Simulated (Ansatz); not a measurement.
We consider fluorite PtAl2, described by PBEsol (Ansatz, a first-principles code, PAW).

Numerical settings: plane-wave cutoff 520 eV, 20×20×20 k mesh, Fermi–Dirac smearing 0.092 eV (set by the program), scalar-relativistic PAW data made under PBE.

Computed at the level's own relaxed cell.

```xyz
3
Lattice="0.0000 2.9482 2.9482 2.9482 0.0000 2.9482 2.9482 2.9482 0.0000" Properties=species:S:1:pos:R:3 pbc="T T T"
Al     1.4741     1.4741     1.4741
Al     4.4223     4.4223     4.4223
Pt     0.0000     0.0000     0.0000
```

Q: Give the elastic tensor (Voigt notation, GPa, ions relaxed, in the Cartesian axes of the cell as printed).

A: 
```
  185.4   115.5   115.5     0.0     0.0     0.0
  115.5   185.4   115.5     0.0     0.0     0.0
  115.5   115.5   185.4     0.0     0.0     0.0
    0.0     0.0     0.0    46.8     0.0     0.0
    0.0     0.0     0.0     0.0    46.8     0.0
    0.0     0.0     0.0     0.0     0.0    46.8
```

Spin–orbit coupling is not included.

The computed numbers hold no vibrational or temperature effects.
